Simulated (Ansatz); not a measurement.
The starting structures come from a database of crystals and need not be the phases stable at ambient conditions.

 Where the default PAW files enter, the runs use the earlier of Ansatz's two default sets.

By PBEsol, the system below comes out a metal.

Input:

```yaml
crystal:
  lattice:
    - [4.04048, 0.00000, 0.00000]
    - [-2.02024, 3.49916, 0.00000]
    - [0.00000, 0.00000, 5.13888]
  atoms:
    - { symbol: Ba, position: [0.00000, 0.00000, 0.00000] }
    - { symbol: Si, position: [0.66667, 0.33333, 0.50000] }
    - { symbol: Si, position: [0.33333, 0.66667, 0.50000] }
```

Space group of this cell: P6/mmm. The cell is strained (lengths across the current scaled by 0.98, ions clamped).

The current flows along the normal of the first two printed cell vectors, the (001) (indices of the unstrained crystal) plane of the conventional cell. No spin-orbit coupling; the value is a mean over 0.1 eV about the Fermi level.

Predict the ballistic conductance per area from PBEsol (Ansatz, an electronic-structure program).

0.35 × 10¹⁵ S/m² for both spins.
